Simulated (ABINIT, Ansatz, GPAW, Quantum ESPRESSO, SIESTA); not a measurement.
# One structure in several programs: CaMg (P1, 6 atoms in the cell)

Self-consistent single point, at a second geometry (atoms moved at random). First geometry:

```
CaMg
1.0
    6.62631    -1.82170     0.00000
    6.62631     1.82170     0.00000
   -2.25708     0.00000     7.97159
Ca Mg
3 3
Direct
  0.02007   0.02007   0.00644
  0.37778   0.37778   0.27387
  0.32602   0.32602   0.66711
  0.66105   0.66105   0.34158
  0.05745   0.05745   0.60790
  0.72429   0.72429   0.93642
```

Second geometry:
```xyz
6
Lattice="6.6263 -1.8217 0.0000 6.6263 1.8217 0.0000 -2.2571 0.0000 7.9716" Properties=species:S:1:pos:R:3 pbc="T T T"
Ca     0.2425    -0.0081     0.0512
Ca     4.4150     0.0161     2.2197
Ca     2.8262    -0.0145     5.3133
Mg     8.0014     0.0522     2.6940
Mg    -0.6323    -0.0404     4.8470
Mg     7.4661    -0.0053     7.4609
```

Shared settings, as Ansatz (an electronic-structure program) writes them: kpoints.mp_grid.grid = 5 5 2; scf.occupations.method = gaussian; scf.occupations.width = 0.05 eV. Potentials and cutoffs stand in the table.

| code | model | ΔF from the first geometry (meV/atom) | pressure (GPa) | largest force (eV/Å) | cutoff |
|---|---|---|---|---|---|
| Ansatz | LDA (PW92), PAW files made with PBE | 2.3 | -2.14 | 0.186 | default |
| GPAW | LDA (Perdew-Wang 92), GPAW PAW datasets LDA (gpaw-data 1.0.1) | 2.3 | -2.03 | 0.185 | 800 eV |
| Quantum ESPRESSO | LDA (PZ), GBRV 1.5 ultrasoft (LDA) pseudopotentials | 2.3 | -2.15 | 0.186 | 40 Ry |
| ABINIT | LDA (PW92), PAW (JTH v2.0 LDA PAW) | 2.3 | -2.24 | 0.187 | 544 eV |
| SIESTA | LDA PW92, numerical atomic orbitals DZP, PseudoDojo LDA standard norm-conserving potentials (rewritten from UPF to PSML) | 5.0 | 2.51 | 0.379 | grid 300 Ry |

Size of the force on each atom (eV/Å): Sizes of forces hide their directions.

```tsv
code	Ca1	Ca2	Ca3	Mg4	Mg5	Mg6
Ansatz	0.138	0.186	0.077	0.109	0.067	0.018
GPAW	0.138	0.185	0.077	0.111	0.067	0.019
Quantum ESPRESSO	0.137	0.186	0.076	0.109	0.066	0.018
ABINIT	0.135	0.187	0.077	0.109	0.061	0.015
SIESTA	0.279	0.323	0.213	0.272	0.379	0.148
```

The spread over the programs that give each value: ΔF from the first geometry within 2.7 meV/atom; pressure within 4.75 GPa; largest force within 0.194 eV/Å.

SIESTA uses small atom-centred bases, whose incompleteness enters pressures, forces and empty levels differently from a plane-wave cutoff. Ansatz's pressure is given at a fixed set of plane waves, as the other plane-wave codes print theirs. The same LDA comes in different parametrisations, which differ slightly. In the pressure, SIESTA (by 4.66) lies more than 1 GPa from the median of the plane-wave programs. In the force vectors, SIESTA (by 0.342) lies more than 0.08 eV/Å from the median of the plane-wave programs.

The shared mesh is coarse (it stands for a supercell whose shortest vector is 17 Å), so the values are not converged in it.

The starting cell comes from a database of computed structures (which also holds hypothetical and non-ambient phases and stackings), without a prior relaxation at this level. Its lattice was rescaled by a random factor within 2.5 % of one. For this run, on top of that: atoms moved at random.

Left out of this page: CP2K (unsound by tests on forces, stress, charge or solver warnings); Elk (not drawn, or without a comparable value).

Keys are those of Ansatz 0.2.
